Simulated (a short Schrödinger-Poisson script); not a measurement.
# MOS inversion layer, Al2O3 on p-type InP

System: MOS inversion layer, Al2O3 on p-type InP, at 300 K.

| layer | material | thickness (nm) | Na (cm⁻³) |
|---|---|---|---|
| 1 | Al2O3 | 3 | - |
| 2 | InP | 250 | 3.5e18 |

Constants are typed, rounded textbook-type inputs, not results; the design itself was drawn at random and stands for no fabricated device. Al2O3: permittivity 9, conduction-band edge (eV) 3.03, gap (eV) 6.8, electron mass (mₑ) 0.3. InP: permittivity 12.5, conduction-band edge (eV) 0, gap (eV) 1.344, Nv at 300 K (cm⁻³) 1.1e19.

Channel valleys (confinement mass, in-plane density-of-states mass, number): Γ 0.08, 0.08, 1. At the gate the conduction-band edge of layer 1 lies 3.59 eV − eVg above the Fermi level of the channel; the field vanishes at the back. Gaps are held at their typed values at every temperature. Mesh 0.03 nm at interfaces.

Solved with a short Schrödinger-Poisson script written for these runs: 1D Poisson equation in equilibrium, electrons quantum, Hartree (BenDaniel-Duke, 12 states a valley, the channel's in-plane mass for all, wave functions free to enter the dielectric), parabolic valleys, classical holes, full ionisation, no traps, pinning or gate leakage.

```
Vg (V)  electrons (cm⁻²)  C (μF/cm²)  Γ E0 (meV)  Γ E1 (meV)
------  ----------------  ----------  ----------  ----------
1.1               1.27e7       0.407       287.8       581.9
1.2               2.59e8       0.397       209.7       511.8
1.3               5.35e9       0.407       131.4       440.9
1.4              8.98e10       0.660        57.2       373.9
1.5              5.33e11        1.19         4.1       327.3
1.6              1.28e12        1.42       -31.5       297.9
1.7              2.12e12        1.49       -61.2       274.1
```

Gate voltages with under 1e6 electrons/cm² are left out.

Subbands count from the Fermi level.
